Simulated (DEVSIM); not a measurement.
System: illuminated Si n-on-p cell, one wavelength, at 300 K.

| layer (left to right) | material | thickness (μm) | Nd (cm⁻³) | Na (cm⁻³) | τn (s) | τp (s) | absorption coefficient (cm⁻¹) |
|---|---|---|---|---|---|---|---|
| 1 | Si | 0.400 | 4.9e18 | - | 5.4e-6 | 3.9e-5 | 51000 |
| 2 | Si | 51.0 | - | 2.6e17 | 4.9e-5 | 4.9e-5 | 51000 |

Left contact: ohmic, minority hole recombination velocity 70000 cm/s. Right contact: ohmic, minority electron recombination velocity 10000 cm/s. Voltage is applied to the left contact. Recombination: SRH at mid-gap, radiative, Auger. Gap narrowing is on: ΔEg = 6.92 meV × (l + √(l² + 0.5)), l = ln(N/1.3e17 cm⁻³), shared equally by both band edges. Light enters at the left, 1.9e17 photons cm⁻² s⁻¹, one pass, no reflection. Mobility is constant in doping. Where it depends on doping, it is μmin + (μ − μmin)/(1 + (N/Nref)^α).

This is a model device: material constants are rounded textbook-type values typed into the input, and sizes, dopings and lifetimes were drawn at random. Values at 300 K; Nc and Nv go as T^1.5, mobilities as T to minus their exponent, the gap by Varshni's rule with the affinity fixed. The table also holds parameters that only a changed run uses.

| parameter | Si |
|---|---|
| gap (eV) | 1.124 |
| affinity (eV) | 4.05 |
| permittivity | 11.7 |
| Nc (cm⁻³) | 2.86e19 |
| Nv (cm⁻³) | 3.1e19 |
| μn (cm²/Vs) | 1417 |
| μp (cm²/Vs) | 470 |
| μn,min | 52 |
| μp,min | 45 |
| Nref,n | 9.7e16 |
| Nref,p | 2.2e17 |
| αn | 0.68 |
| αp | 0.72 |
| T exponent of μn | 2.3 |
| T exponent of μp | 2.2 |
| B (cm³/s) | 4.7e-15 |
| Cn (cm⁶/s) | 2.8e-31 |
| Cp (cm⁶/s) | 9.9e-32 |
| Varshni α (eV/K) | 0.000473 |
| Varshni β (K) | 636 |

Simulated with DEVSIM: 1D drift-diffusion, Boltzmann statistics, complete ionisation; no tunnelling, impact ionisation, image-force lowering or self-heating.

Base results: dark forward voltage at 1 A/cm² (V) 0.696; short-circuit current (mA/cm²) 27.1; largest power (mW/cm²) 13.5; largest field in the device at zero bias (V/cm) 260000.

What follows from this one change: photon flux 1.9e+17 → 1.9e+18 cm^-2 s^-1?

dark forward voltage at 1 A/cm² little changed (0.696 V); short-circuit current 27.1 → 271 mA/cm²; largest power 13.5 → 151 mW/cm²; largest field in the device at zero bias little changed (260000 V/cm).

What follows from this one change: temperature 300 → 500 K?

dark forward voltage at 1 A/cm² 0.696 → 0.323 V; short-circuit current 27.1 → 25.2 mA/cm²; largest power 13.5 → 2.03 mW/cm²; largest field in the device at zero bias 260000 → 230000 V/cm.

What follows from this one change: doping Na of layer 2 2.6e+17 → 2.6e+18 cm^-3?

dark forward voltage at 1 A/cm² little changed (0.700 V); short-circuit current little changed (27.2 mA/cm²); largest power little changed (13.6 mW/cm²); largest field in the device at zero bias 260000 → 690000 V/cm.

What follows from this one change: recombination velocity at the right contact 10000 → 1000 cm/s?

dark forward voltage at 1 A/cm² 0.696 → 0.702 V; short-circuit current little changed (27.1 mA/cm²); largest power little changed (13.7 mW/cm²); largest field in the device at zero bias little changed (260000 V/cm).

What follows from this one change: thickness of layer 1 0.4 → 0.24 μm?

dark forward voltage at 1 A/cm² little changed (0.695 V); short-circuit current 27.1 → 28.8 mA/cm²; largest power 13.5 → 14.4 mW/cm²; largest field in the device at zero bias little changed (260000 V/cm).

What follows from this one change: doping-dependent mobility in place of the constant one?

dark forward voltage at 1 A/cm² 0.696 → 0.713 V; short-circuit current 27.1 → 20.7 mA/cm²; largest power 13.5 → 10.5 mW/cm²; largest field in the device at zero bias little changed (260000 V/cm).
